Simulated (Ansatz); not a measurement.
# What biaxial strain −2.00 %, plane normal [001], relaxed out of plane does to Hf

The reference is Hf in the hcp (Mg type) structure (space group P6_3/mmc, No. 194; a = 3.158 Å, c = 5.004 Å; relaxed with 0.1 eV smearing). Axes: x lies along a and z along c of the hexagonal cell.

One thing is altered: compressive biaxial strain of 2.00 % in the plane normal to [001], as in epitaxy on a mismatched substrate; the out-of-plane cell vector and the atoms relax.

All numbers come from PBEsol/PAW in Ansatz (a first-principles code), without spin-orbit coupling. k-mesh 21×21×12 (Γ-centred); smearing 0.1 eV (Fermi–Dirac).

The volume per atom decreases by 0.547 Å³, from 21.61 Å³ to 21.07 Å³ and the space group stays P6_3/mmc (No. 194). The shortest interatomic distance hardly moves (3.096 Å against 3.095 Å) and the band gap stays zero. The out-of-plane strain amounts to +1.49 % and the mean in-plane stress (compression positive) is +4.4 GPa.

Cost of the whole job for the changed cell (relaxation, final SCF and bands): roughly 110 core-seconds.

Whether these cells are dynamically stable was not tested. The final runs are not spin-polarised.
